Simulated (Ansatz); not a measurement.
Base system: WC (space group P-6m2, No. 187; a = 2.8985 Å, c = 2.8277 Å).

Calculations: PBEsol in Ansatz (plane waves to 420 eV, PAW, no spin-orbit coupling).

For the base:

* **Lattice parameter a**: 2.898 Å

The change: a hydrostatic pressure of 22.5 GPa.

### Question
What happens to the lattice parameter a?

### Answer
The lattice parameter a drops by 0.0518 Å (2.898 Å → 2.847 Å).

Load acts through the strain it causes; cell and atoms are relaxed under it. Stability against distortions was not tested. No other phases were tried under pressure. The final runs are not spin-polarised.

Ansatz is a quantum-chemistry and plane-wave program.
